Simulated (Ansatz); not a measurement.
## AlAs: element substitutions

The reference is AlAs in the zinc blende structure (space group F-43m, No. 216; a = 5.675 Å).

Each row replaces one element on all its sites; cell and atoms are relaxed.

All numbers come from PBEsol/PAW in Ansatz (a program for electronic structure), spin-orbit coupling left out.

```
case        density  band gap  shortest interatomic distance
-------  ----------  --------  -----------------------------
base     3.70 g/cm³   1.34 eV                        2.457 Å
As → Sn  4.05 g/cm³      zero                        2.688 Å
As → Cu  3.67 g/cm³      zero                        2.369 Å
As → N   3.25 g/cm³   3.19 eV                        1.896 Å
As → C   2.61 g/cm³      zero                        2.005 Å
```

Stability against distortions was not tested. As relaxed here, AlSn, AlCu and AlC are hypothetical phases, not in the database extracts checked. All final runs are without spin polarisation. An odd electron count without spin: AlSn and AlC. This is not the structure that AlN has at room temperature and ambient pressure.
